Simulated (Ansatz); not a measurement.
Short convergence ladders for CaIr₂ (R3m, 6 atoms in the cell)

```yaml
crystal:
  lattice:
    - [0.00000, 3.79002, 3.79002]
    - [3.79002, 0.00000, 3.79002]
    - [3.79002, 3.79002, 0.00000]
  atoms:
    - { symbol: Ca, position: [0.25381, 0.25381, 0.25381] }
    - { symbol: Ca, position: [0.00000, 0.00000, 0.00000] }
    - { symbol: Ir, position: [0.62500, 0.62500, 0.62500] }
    - { symbol: Ir, position: [0.12500, 0.62500, 0.62500] }
    - { symbol: Ir, position: [0.62500, 0.62500, 0.12500] }
    - { symbol: Ir, position: [0.62500, 0.12500, 0.62500] }
```

Base method: PBEsol, default PAW files made with PBE (plane waves; Ansatz, an electronic-structure program).

Base settings: basis.ecutwfc = 30.9 Ry; kpoints.mp_grid.grid = 8 8 8; hamiltonian.xc = pbesol; hamiltonian.pseudopotentials = {kind: paw} (the program's default PAW files); scf.occupations.method = fermi_dirac; scf.occupations.width = 0.0073 Ry.

The count of work is k-points × plane waves × bands × iterations; it is no time. Core times come from one kind of shared machine, to one figure; runs under 30 s give none.

**The k-point mesh at a smearing width of 0.02 eV**

In this ladder: scf.occupations.width = 0.0015 Ry.

Only quantities that move along the ladder and can be compared are tabulated.

```tsv
kpoints.mp_grid.grid	free energy less the last step's (meV/atom)	pressure (GPa)	count of work / last	core time / last (rough)
3 3 3	15.14	-5.88	0.0091	–
4 4 4	10.08	-6.29	0.020	–
5 5 5	1.57	-6.36	0.033	–
6 6 6	-1.12	-6.43	0.048	–
7 7 7	0.00	-6.39	0.076	–
8 8 8	-1.37	-6.41	0.11	–
10 10 10	0.99	-6.37	0.20	0.2
15 15 15	0.34	-6.39	0.59	0.7
18 18 18	0.00	-6.39	1.0	1
```

Coarsest kpoints.mp_grid.grid that holds the pressure within 0.2 GPa of the last step, with all finer ones: 4 4 4, at 0.020 of the last step's count of work; the step before is off by 0.52 GPa.

Coarsest kpoints.mp_grid.grid that holds the free energy within 2 meV/atom of the last step, with all finer ones: 5 5 5, at 0.033 of the last step's count of work; the step before is off by 10 meV/atom.

**The width of Fermi-Dirac smearing**

In this ladder: kpoints.mp_grid.grid = 13 13 13.

Narrow widths need finer meshes than wide ones, so the last steps can hold mesh noise.

Only quantities that move along the ladder and can be compared are tabulated; pressure and forces are left out, as mesh noise rules them at narrow widths.

```tsv
scf.occupations.width	free energy less the last step's (meV/atom)	energy extrapolated to zero width less the last step's (meV/atom)	core time / last (rough)
0.0735 Ry	-1357.40	-46.71	1
0.0367 Ry	-353.28	-15.87	1
0.022 Ry	-130.85	-7.51	1
0.0147 Ry	-58.74	-3.44	1
0.0073 Ry	-12.19	-0.74	1
0.0037 Ry	0.00	0.00	1
```

Widest scf.occupations.width that holds the energy extrapolated to zero width within 2 meV/atom of the last step, with all finer ones: 0.0073 Ry; the step before is off by 3.4 meV/atom.

Widest scf.occupations.width that holds the free energy within 5 meV/atom: not settled: the last two steps still differ by 12 meV/atom, over half the tolerance, so the ladder does not show it.

The extrapolation to zero width removes most of the smearing's effect on the energy.

**The width of cold smearing**

In this ladder: kpoints.mp_grid.grid = 13 13 13; scf.occupations.method = cold.

Narrow widths need finer meshes than wide ones, so the last steps can hold mesh noise.

Only quantities that move along the ladder and can be compared are tabulated; pressure and forces are left out, as mesh noise rules them at narrow widths.

| scf.occupations.width | free energy less the last step's (meV/atom) | core time / last (rough) |
|---|---|---|
| 0.0367 Ry | 13.27 | 1 |
| 0.022 Ry | 3.47 | 1 |
| 0.0147 Ry | -0.10 | 1 |
| 0.0073 Ry | -0.38 | 1.0 |
| 0.0037 Ry | 0.00 | 1 |

Widest scf.occupations.width that holds the free energy within 2 meV/atom of the last step, with all finer ones: 0.0147 Ry; the step before is off by 3.5 meV/atom.

On the base run: the starting cell comes from a database of computed structures (which also holds hypothetical and non-ambient phases and stackings), without a prior relaxation at this level. Its lattice was rescaled by up to half a per cent. One atom was moved a little off its site on purpose. Spin polarisation is off. In the base run, with a pressure of about -6 GPa the cell is away from its equilibrium volume at this level. Ansatz's pressure includes its estimate of the finite-basis (Pulay) stress.

Left out of this page: 4 runs of the series outside the window shown, repeating another row's setting, or not comparable; 1 run of the series unsound by tests on forces, stress, charge or solver warnings.

Keys are those of Ansatz 0.2.
